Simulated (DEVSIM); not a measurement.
Structure: illuminated Ge n-on-p cell, one wavelength, at 300 K.

```
layer (left to right)  material  thickness (μm)  Nd (cm⁻³)  Na (cm⁻³)  τn (s)  τp (s)  absorption coefficient (cm⁻¹)
---------------------  --------  --------------  ---------  ---------  ------  ------  -----------------------------
1                            Ge           0.290     3.2e18          -  1.3e-7  1.2e-8                            270
2                            Ge            27.0          -     4.2e15  1.9e-7  1.9e-7                            270
```

Left contact: ohmic, minority hole recombination velocity 5e6 cm/s. Right contact: ohmic, minority electron recombination velocity 30 cm/s. Voltage is applied to the left contact. Recombination: SRH at mid-gap, radiative, Auger. Light enters at the left, 3.8e16 photons cm⁻² s⁻¹, one pass, no reflection. Mobility is μmin + (μ − μmin)/(1 + (N/Nref)^α).

The device is made up for the run: typed textbook-type constants, with dimensions and the other settings drawn at random. Values at 300 K.

```tsv
parameter	Ge
gap (eV)	0.664
affinity (eV)	4
permittivity	16
Nc (cm⁻³)	1.04e19
Nv (cm⁻³)	6e18
μn (cm²/Vs)	3900
μp (cm²/Vs)	1900
μn,min	150
μp,min	100
Nref,n	2.6e17
Nref,p	4e17
αn	0.56
αp	0.6
B (cm³/s)	6.4e-14
Cn (cm⁶/s)	1e-31
Cp (cm⁶/s)	1e-31
```

DEVSIM, 1D drift-diffusion, Boltzmann statistics, complete ionisation; no tunnelling, impact ionisation, image-force lowering or self-heating.

Tabulate band edges, carrier densities and field at zero bias, in the dark.

Energies count from the Fermi level of the right contact; mesh points crowd at the junctions.

```csv
x (μm),Ec (eV),Ev (eV),n (cm⁻³),p (cm⁻³),field (V/cm)
0.000,0.030,-0.634,3.2e18,1.4e8,≈ 0
0.02439,0.030,-0.634,3.2e18,1.4e8,≈ 0
0.06927,0.030,-0.634,3.2e18,1.4e8,≈ 0
0.1564,0.030,-0.634,3.2e18,1.4e8,≈ 0
0.2469,0.030,-0.634,3.2e18,1.4e8,≈ 0
0.2798,0.031,-0.633,3.1e18,1.4e8,3200
0.3006,0.112,-0.552,1.3e17,3.3e9,33000
0.3582,0.225,-0.439,1.7e15,2.5e11,15000
0.4661,0.356,-0.308,1.1e13,4.0e13,9500
0.6826,0.464,-0.200,1.7e11,2.6e15,1600
1.133,0.476,-0.188,1.0e11,4.2e15,≈ 0
2.573,0.476,-0.188,1.0e11,4.2e15,≈ 0
5.070,0.476,-0.188,1.0e11,4.2e15,≈ 0
10.27,0.476,-0.188,1.0e11,4.2e15,≈ 0
20.55,0.476,-0.188,1.0e11,4.2e15,≈ 0
24.07,0.476,-0.188,1.0e11,4.2e15,≈ 0
25.75,0.476,-0.188,1.0e11,4.2e15,≈ 0
26.57,0.476,-0.188,1.0e11,4.2e15,≈ 0
27.03,0.476,-0.188,1.0e11,4.2e15,≈ 0
27.18,0.476,-0.188,1.0e11,4.2e15,≈ 0
27.25,0.476,-0.188,1.0e11,4.2e15,≈ 0
27.29,0.476,-0.188,1.0e11,4.2e15,≈ 0
```
